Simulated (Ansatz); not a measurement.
**P (model structure, started from the lonsdaleite type, P6₃/mmc, No. 194, 4 atoms in the cell)**

The numbers are results of PBEsol (Ansatz, a first-principles code, PAW), not measurements.

Settings: plane-wave cutoff 520 eV, 18×18×6 k mesh (along the axes of the cell as run), Fermi–Dirac smearing 0.05 eV, scalar-relativistic PAW data made under PBE.

Cell (relaxed with PBEsol):

```
CELL_PARAMETERS angstrom
      3.23614     0.00000     0.00000
     -1.61807     2.80258     0.00000
      0.00000     0.00000    11.46698
ATOMIC_POSITIONS crystal
  P  0.33333 0.66667 0.05433
  P  0.66667 0.33333 0.55433
  P  0.66667 0.33333 0.94567
  P  0.33333 0.66667 0.44567
```

- band gap = 1.42 eV (on the SCF k mesh)
- direct gap at Γ = 4.00 eV

Note: the relaxation could raise the start's symmetry but not lower it, so the cell can be a saddle point.

The computed numbers hold no vibrational or temperature effects.

Computing time: very roughly 6 core-seconds.

A model structure was made by putting elements into a prototype or built by hand; it is no filed structure, need not be a known phase, and can be a saddle point held by its symmetry.
